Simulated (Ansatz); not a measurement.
Take SrO in the rock salt structure (space group Fm-3m, No. 225) as the base.

```xyz
2
Lattice="0.0000 2.5612 2.5612 2.5612 0.0000 2.5612 2.5612 2.5612 0.0000" Properties=species:S:1:pos:R:3 pbc="T T T"
Sr     0.0000     0.0000     0.0000
O      2.5612     2.5612     2.5612
```

Cartesian axes are those of the cell as printed.

Calculations: Ansatz (a quantum-chemistry and plane-wave program) PBEsol, spin-orbit coupling left out.

Before the change:

The valence-band top at Γ is 0.00, 0.00, 0.00 eV and the band gap is 3.20 eV.

Now apply this change: biaxial strain +0.83 %, plane normal [111], relaxed out of plane (Cartesian); in-plane vectors clamped, the third vector and the atoms free.

Question: How does this affect the valence-band top at Γ and band gap?

Answer: The valence-band top at Γ (three highest levels, from the VBM) changes from 0.00, 0.00, 0.00 eV to 0.00, -0.03, -0.03 eV; the band gap falls by 0.014 eV (3.20 eV → 3.18 eV).

Stability against distortions was not tested.
